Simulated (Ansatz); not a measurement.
Functionals compared on the (10-11) surface of hcp Co, ferromagnetic in its 1x1 cell, outermost plane spacing 0.32 Å in the ideal cut, in Ansatz (plane waves, PAW). The structure was relaxed with PBE; the other rows are single points on it, each with its references at the same level. Cutoff 420 eV.

Slab: 12 atoms, 9.8 Å thick at the start (thin: gaps and levels are the slab's own); k 15x8x1, smearing 0.1 eV, dipole-corrected; all atoms relaxed; held to the part of the start's symmetry that mesh and held atoms allow; spin-polarised, no spin-orbit, no U. These notes are the PBE run's.

```csv
functional,surface energy (J/m²),work function of the top face (eV),magnetic moment of the cell (μB),rough cost of the single point
PBE,2.44,4.80,20.04,–
LDA,3.08,5.16,19.64,around 30 core-minutes (rough)
PBEsol,2.86,4.92,20.01,roughly 12 core-minutes
RPBE,[?],[?],20.16,very roughly 13 core-minutes
```

Question: Some entries are withheld; supply them.

Answer: 
- RPBE, surface energy (J/m²): 2.17
- RPBE, work function of the top face (eV): 4.63

Ansatz is an electronic-structure program.
